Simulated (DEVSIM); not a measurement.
Structure: Mo/SiO2/n-GaSb capacitor, at 300 K.

Layer 1 from the left is SiO2, thickness (nm) 2.70. Layer 2 from the left is GaSb, thickness (nm) 5300, Nd (cm⁻³) 1.3e16.

Metal gate on the left, work function 4.6 eV. Fixed charge at the semiconductor interface 7.5e11 cm⁻² (in units of +e); interface traps 2.5e10 cm⁻² eV⁻¹, uniform in energy, neutral level at 0.5 of the gap above the valence band.

The device is made up for the run: typed textbook-type constants, with dimensions and the other settings drawn at random. Values at 300 K.

SiO2: gap (eV) 9, affinity (eV) 0.9, permittivity 3.9. GaSb: gap (eV) 0.726, affinity (eV) 4.06, permittivity 15.7, Nc (cm⁻³) 2.1e17, Nv (cm⁻³) 1.8e19.

Model (solved in DEVSIM): 1D Poisson equation in equilibrium, Boltzmann statistics, complete ionisation; no quantum confinement or tunnelling. Metal contacts follow the ideal Schottky-Mott rule: no Fermi-level pinning, no interface dipoles.

Task: What does the simulation give for the threshold voltage (band bending 2φF), the minimum of the low-frequency capacitance, the flat-band voltage?

Result: threshold voltage (band bending 2φF) -0.13 V; minimum of the low-frequency capacitance 0.0665 μF/cm²; flat-band voltage 0.38 V.
